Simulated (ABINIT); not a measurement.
A self-consistent single point of BaP₄Pd₂ (I4/mmm, 7 atoms in the cell) with ABINIT.

Level of theory: PBEsol, PAW (JTH v2.0 PBE PAW, files made for PBE) (plane waves; ABINIT 10.0.3).

```
CELL_PARAMETERS angstrom
     -3.42191     3.42191     2.98690
      3.42191    -3.42191     2.98690
      3.42191     3.42191    -2.98690
ATOMIC_POSITIONS crystal
  Ba 0.00000 0.00000 0.00000
  P  0.27381 0.50000 0.77381
  P  0.72619 0.50000 0.22619
  P  0.50000 0.72619 0.22619
  P  0.50000 0.27381 0.77381
  Pd 0.75000 0.25000 0.50000
  Pd 0.25000 0.75000 0.50000
```

Reference input (self-consistent single point, DFT, LDA (PW92), plane waves, PAW (JTH v2.0 LDA PAW)): pseudos = [Ba.LDA_PW-JTH.xml, P.LDA_PW-JTH.xml, Pd.LDA_PW-JTH.xml]; ecut = 24 Ha; pawecutdg = 48 Ha; pawxcdev = 0; occopt = 3; tsmear = 0.136 eV; ngkpt = 6 6 6; nshiftk = 1; shiftk = 0 0 0; potentials = JTH v2.0 LDA PAW; nband = 42; kptopt = 1. This run's input differs from it in these lines:

```diff
@@ -1,4 +1,4 @@
-# Ba(P2Pd)2, JTH v2.0 LDA PAW
+# Ba(P2Pd)2, JTH v2.0 PBE PAW
 pp_dirpath "./"
-pseudos "Ba.LDA_PW-JTH.xml, P.LDA_PW-JTH.xml, Pd.LDA_PW-JTH.xml"
+pseudos "Ba.GGA_PBE-JTH.xml, P.GGA_PBE-JTH.xml, Pd.GGA_PBE-JTH.xml"
 acell 3*1.0 Angstrom
@@ -23,2 +23,3 @@
 pawxcdev 0
+ixc -116133
 occopt 3
```

Its files differ too (potentials: JTH v2.0 LDA PAW → JTH v2.0 PBE PAW).

Log, with long lists cut:

```
--- !BeginCycle
solver: {iscf: 17, nstep: 100, nline: 4, wfoptalg: 10, }
tolerances: {tolvrs: 1.00E-11, }
...

     iter   Etot(hartree)      deltaE(h)  residm     nres2
 ETOT  1  -293.93166847355    -2.939E+02 6.783E+01 2.286E+02
 ETOT  2  -310.61672878695    -1.669E+01 5.064E-02 1.484E+02
 ETOT  3  -310.26855018300     3.482E-01 6.893E-02 3.190E+01
 ETOT  4  -310.28997569932    -2.143E-02 2.141E-02 1.900E+01
 ETOT  5  -310.25675669223     3.322E-02 8.822E-03 5.862E+00
   [... 19 lines left out ...]
 ETOT 25  -310.24581988050     6.821E-13 8.512E-05 2.202E-10
 ETOT 26  -310.24581988050    -1.648E-12 5.613E-05 2.169E-10
 ETOT 27  -310.24581988050     2.274E-12 3.321E-05 1.115E-11
 ETOT 28  -310.24581988050    -3.297E-12 2.202E-05 5.293E-12
 At SCF step   28       nres2   =  5.29E-12 < tolvrs=  1.00E-11 =>converged.

 Cartesian components of stress tensor (hartree/bohr^3)
  sigma(1 1)=  5.54228971E-05  sigma(3 2)=  0.00000000E+00
  sigma(2 2)=  5.54228971E-05  sigma(3 1)=  0.00000000E+00
  sigma(3 3)=  1.04865508E-04  sigma(2 1)=  0.00000000E+00

 ----iterations are completed or convergence reached----

 reduced coordinates (array xred) for    7 atoms
       0.000000000000      0.000000000000      0.000000000000
       0.273810000000      0.500000000000      0.773810000000
       0.726190000000      0.500000000000      0.226190000000
       0.500000000000      0.726190000000      0.226190000000
       0.500000000000      0.273810000000      0.773810000000
       0.750000000000      0.250000000000      0.500000000000
   [... lines left out ...]
 Fermi (or HOMO) energy (hartree) =   0.28580   Average Vxc (hartree)=  -0.38866
 Fermi (or HOMO) energy (eV) =   7.77693   Average Vxc (eV)= -10.57595
   [... lines left out ...]
'-kT*entropy'       : -4.42797514559260E-03
total_energy        : -3.10245820907164E+02
total_energy_eV     : -8.44221812366565E+03
...

-Cartesian components of stress tensor (GPa)         [Pressure= -2.1155E+00 GPa]
- sigma(1 1)=  1.63059765E+00  sigma(3 2)=  0.00000000E+00
- sigma(2 2)=  1.63059765E+00  sigma(3 1)=  0.00000000E+00
- sigma(3 3)=  3.08524925E+00  sigma(2 1)=  0.00000000E+00

 Calculation completed.
```

The run converged in 28 iterations. Against the reference run the pressure goes from -4.53 to -2.12 GPa and the largest force goes from 0.444 to 0.397 eV/Å.

The starting cell comes from a database of computed structures (which also holds hypothetical and non-ambient phases and stackings), without a prior relaxation at this level. Spin polarisation is off. The potentials were made for another functional than the one used.

Cost on one core of a shared machine: roughly 6 min.
